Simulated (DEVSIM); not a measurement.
Structure: Cr/Si3N4/p-GaAs capacitor, at 300 K.

```csv
layer (left to right),material,thickness (nm),Na (cm⁻³)
1,Si3N4,12.0,-
2,GaAs,4200,2.3e16
```

Metal gate on the left, work function 4.5 eV. Fixed charge at the semiconductor interface -3.4e10 cm⁻² (in units of +e); no interface traps.

This is a model device: material constants are rounded textbook-type values typed into the input, and sizes, dopings and lifetimes were drawn at random. Values at 300 K.

```csv
parameter,Si3N4,GaAs
gap (eV),5.1,1.424
affinity (eV),2.1,4.07
permittivity,7.5,12.9
Nc (cm⁻³),-,4.7e17
Nv (cm⁻³),-,9e18
```

Simulated with DEVSIM: 1D Poisson equation in equilibrium, Boltzmann statistics, complete ionisation; no quantum confinement or tunnelling. Metal contacts follow the ideal Schottky-Mott rule: no Fermi-level pinning, no interface dipoles.

The interface trap density was swept, all else fixed.

| interface trap density (cm^-2 eV^-1) | threshold voltage (band bending 2φF) (V) | minimum of the low-frequency capacitance (μF/cm²) | flat-band voltage (V) |
|---|---|---|---|
| 0 | 0.54 | 0.0419 | -0.83 |
| 1e10 | 0.55 | 0.0433 | -0.83 |
| 1e11 | 0.56 | 0.0554 | -0.85 |
| 3e11 | 0.60 | 0.0803 | -0.88 |
| 1e12 | 0.73 | 0.150 | -0.99 |
| 2e12 | 0.91 | 0.220 | -1.15 |

From the first row to the last the threshold voltage (band bending 2φF) goes from 0.54 to 0.91. From the first row to the last the minimum of the low-frequency capacitance goes from 0.0419 to 0.220.
